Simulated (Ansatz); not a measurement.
Start from SiS₂ (space group Ibam, No. 72; a = 5.803 Å, b = 9.892 Å, c = 5.546 Å; made of chains). Axes: x, y, z lie along a, b, c of the conventional cell.

Calculations: r2SCAN in Ansatz (plane waves to 500 eV, PAW, without spin-orbit coupling).

Before the change:

The band gap is 3.31 eV and the smallest direct gap is 3.61 eV.

It is then changed as follows: uniaxial stress, 8 GPa compression along z, with the cell and atoms free to relax against it.

**Question.** What does the calculation give for the band gap, strain response and smallest direct gap after the change?

**Answer.** The band gap drops by 0.19 eV, from 3.31 eV to 3.12 eV; the strain response (xx, yy, zz) is (−3.36, +4.60, −6.25) %; the smallest direct gap decreases by 0.045 eV (3.61 eV → 3.56 eV).

Beyond what the load breaks, stability against distortions was not tested. No dispersion term is included, though the crystal is made of layers, chains or molecules, so its spacings can come out too wide.

Ansatz is a first-principles code.
